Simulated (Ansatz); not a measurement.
The parent structure is ZnS in the zinc blende structure (space group F-43m, No. 216).

```
CELL_PARAMETERS angstrom
      0.00000     2.69455     2.69455
      2.69455     0.00000     2.69455
      2.69455     2.69455     0.00000
ATOMIC_POSITIONS crystal
  Zn 0.00000 0.00000 0.00000
  S  0.25000 0.25000 0.25000
```

Cartesian axes are those of the cell as printed.

The values are results of r2SCAN (Ansatz, a quantum-chemistry and plane-wave program, PAW, without spin-orbit coupling), not measurements.

Base values:

* **Electron mass**: 0.19 mₑ (at Γ)
* **Shortest interatomic distance**: 2.334 Å
* **Valence-band top at Γ**: 0.00, 0.00, 0.00 eV

It is then changed as follows: compressive biaxial strain of 1.25 % in the plane normal to [111], as in epitaxy on a mismatched substrate; the out-of-plane cell vector and the atoms relax.

Task: Predict the new electron mass, out-of-plane strain, shortest interatomic distance and valence-band top at Γ.

Result: The electron mass becomes 0.18 mₑ out of plane, 0.20 mₑ in plane (at Γ) (base: 0.19 mₑ (at Γ)); the out-of-plane strain amounts to +0.79 %; the shortest interatomic distance falls by 0.016 Å, from 2.334 Å to 2.318 Å; the valence-band top at Γ (three highest levels, from the VBM) becomes 0.00, 0.00, -0.12 eV (base: 0.00, 0.00, 0.00 eV).

The levels and masses belong to the bands next to the band gap. Masses are band curvatures over ±0.01 Å⁻¹ around the edge. Stability against distortions was not tested.
